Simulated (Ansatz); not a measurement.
Base system: ZnSiP2 in the chalcopyrite structure (space group I-42d, No. 122).

```xyz
8
Lattice="-2.7093 2.7093 5.2698 2.7093 -2.7093 5.2698 2.7093 2.7093 -5.2698" Properties=species:S:1:pos:R:3 pbc="T T T"
Zn     0.0000     0.0000     0.0000
Zn     0.0000     2.7093     2.6349
Si     0.0000     0.0000     5.2698
Si     2.7093     0.0000     2.6349
P      1.2608     1.3546     6.5873
P      1.3546    -1.2608     3.9524
P      1.4485     1.3546     1.3175
P      1.3546     3.9701    -1.3175
```

All numbers come from PBE (Ansatz, an electronic-structure program), without spin-orbit coupling.

One change was made to it. Results:

| quantity | base | after |
|---|---|---|
| lattice parameter a | 5.419 Å | 5.375 Å |
| hole mass | 0.16 mₑ along c, 0.40 mₑ across (at Γ) | 0.17 mₑ along c, 0.39 mₑ across (at Γ) |
| gap character | direct at Γ | direct at Γ |

Q: Which change produced these results?
(A) pressure 0.9 GPa
(B) pressure 2.1 GPa
(C) pressure 9 GPa

A: B, pressure 2.1 GPa. For comparison, the lattice parameter a in the other runs: pressure 0.9 GPa gives 5.399 Å; pressure 9 GPa gives 5.261 Å.

Load acts through the strain it causes; cell and atoms are relaxed under it. Effective masses come from finite differences of ±0.01 Å⁻¹. Whether these cells are dynamically stable was not tested. No other phases were tried under pressure.
